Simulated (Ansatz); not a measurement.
Si on the N site in wurtzite GaN (start: the N site; 96-site cell, 2×2×2 shifted sampling). Calculation: PBE, PAW (plane waves to 420 eV; Ansatz, a quantum-chemistry and plane-wave program). Total energies of the localised charge states, counted from that of charge +1, and their image corrections (point charge with alignment); the host's valence-band maximum lies at 9.259 eV on the cells' energy zero and its gap is 1.71 eV.

```csv
charge,moment (μB),E − E(first) (eV),correction (eV)
+1,2.0,0.000,0.258
0,1.0,10.076,0.012
−1,not spin-polarised,20.381,0.085
```

Question: Derive the transition levels above the valence-band maximum and say which of them are thermodynamic.

Answer: A level is the Fermi energy at which two charges have equal formation energy: ε(q/q′) = [E(q′) + corr(q′) − E(q) − corr(q)] / (q − q′) − E_VBM.
ε(+1/0) = [(10.076 + 0.012) − (0.000 + 0.258)] / 1 − 9.259 = 0.57 eV
ε(0/−1) = [(20.381 + 0.085) − (10.076 + 0.012)] / 1 − 9.259 = 1.12 eV
Thermodynamic levels at least 0.1 eV inside the gap: (+1/0) at 0.57 eV; (0/−1) at 1.12 eV. They hold to tenths of an eV in this cell. Only the charges listed were compared. Flagged in the runs: a host whose relaxation on this sampling wasn't shown to rest, a strain field that reaches the edge of the cell.
